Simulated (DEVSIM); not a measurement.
## abrupt Si n-p junction

System: abrupt Si n-p junction, at 300 K.

```csv
layer (left to right),material,thickness (μm),Nd (cm⁻³),Na (cm⁻³),τn (s),τp (s)
1,Si,49.0,7.6e18,-,0.00071,0.00071
2,Si,170,-,3.1e16,0.00071,0.00071
```

Left contact: ohmic. Right contact: ohmic. Voltage is applied to the left contact. Recombination: SRH at mid-gap, radiative. Mobility is constant in doping.

Constants are typed, rounded textbook-type inputs, not results; the design itself was drawn at random and stands for no fabricated device. Values at 300 K.

```tsv
parameter	Si
gap (eV)	1.124
affinity (eV)	4.05
permittivity	11.7
Nc (cm⁻³)	2.86e19
Nv (cm⁻³)	3.1e19
μn (cm²/Vs)	1417
μp (cm²/Vs)	470
B (cm³/s)	4.7e-15
```

Simulated with DEVSIM: 1D drift-diffusion, Boltzmann statistics, complete ionisation; no tunnelling, impact ionisation, image-force lowering or self-heating.

| Quantity | Value |
|---|---|
| Potential step across the device at zero bias | 0.911 V |
| Largest field in the device at zero bias | 170000 V/cm |
| Dark forward voltage at 1 A/cm² | 0.709 V |
| Dark forward voltage at 100 A/cm² | 0.866 V |

Dark forward current:

(V (V), J (A/cm²)): (-0.15, -4.6e-10); (-0.20, -3.1e-9); (-0.30, -1.4e-7); (-0.35, -9.9e-7); (-0.45, -4.7e-5); (-0.50, -0.00033); (-0.60, -0.016); (-0.65, -0.11); (-0.75, -4.4); (-0.80, -20); (-0.90, -200); (-0.95, -480); (-1.05, -1600); (-1.10, -2400)

Dark reverse current:

```csv
V (V),J (A/cm²)
0.25,6.5e-12
0.50,1.0e-11
0.75,1.3e-11
1.00,1.6e-11
1.50,2.1e-11
2.00,2.5e-11
2.50,2.9e-11
3.25,3.4e-11
4.00,3.9e-11
```
